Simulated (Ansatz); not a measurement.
Effect of uniaxial strain ε_yy = −0.35 % on Mo

Base system: Mo in the bcc (W type) structure (space group Im-3m, No. 229; a = 3.130 Å). Axes: x, y, z lie along the cube axes.

Now apply this change: the cell is compressed by 0.35 % along y with no lateral relaxation; the atoms relax in the strained cell.

All numbers come from PBEsol/PAW in Ansatz (an electronic-structure program), without spin-orbit coupling. k-mesh 21×21×21 (Γ-centred); smearing 0.05 eV (Fermi–Dirac).

The volume per atom drops by 0.054 Å³ (15.33 Å³ → 15.27 Å³) and the space group goes from Im-3m (No. 229) to I4/mmm (No. 139). The shortest interatomic distance decreases by 0.003 Å, from 2.710 Å to 2.707 Å and the energy stays essentially unchanged. The pressure (mean of the normal stresses, compression positive) goes from zero to 1.0 GPa and the band gap stays zero. The stress (xx, yy, zz, yz, xz, xy; compression positive) comes out as (0.6, 1.7, 0.6, 0.0, 0.0, 0.0) GPa (rough).

Final structure:

```
Mo
1.0
   -1.56478     1.55931     1.56478
    1.56478    -1.55931     1.56478
    1.56478     1.55931    -1.56478
Mo
1
Direct
  0.00000   0.00000   0.00000
```

Cost of the whole job for the changed cell (relaxation, final SCF and bands): around 20 core-seconds (rough).

Without a gap, meshes like the base's 21×21×21 leave anisotropic stresses uncertain by several tenths of a GPa, and small strain energies with them. Whether these cells are dynamically stable was not tested. All final runs are without spin polarisation.
